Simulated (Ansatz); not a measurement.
Structures of equal composition on the (000-1) surface of 4H silicon carbide (C plane on top): (√3x√3)R30° Sb adatom at H3; (√3x√3)R30° Sb adatom at T4. The slabs share one bottom face, and each structure is named by its start. These are constructed structures in small cells; real faces may alloy, dewet or reconstruct in larger ones, and not all known structures of the face are among them. Slabs of about 11 Å with all that they carry, Fermi-Dirac smearing of 0.025 eV. Bottom of the slabs: H caps. Relaxed from the named starts with such symmetry as they have, on meshes of like density; energies extrapolated to zero smearing; no spin-orbit coupling, no U. Spin-polarised runs, if any, are marked in brackets, and their order is one that fits the cell; the others ran without spin. Where a second, spin-polarised start was run, the lower counts.

Host crystal: 4H silicon carbide, with a band gap (PBE, scalar-relativistic without spin-orbit coupling).

Computed with HSE06, at the PBE geometry (plane waves to 420 eV, PAW; Ansatz, an electronic-structure program).

Put the candidates in order of energy per 1x1 cell, lowest first, for HSE06, at the PBE geometry.

(√3x√3)R30° Sb adatom at T4 (0.000 eV), (√3x√3)R30° Sb adatom at H3 (0.076 eV)
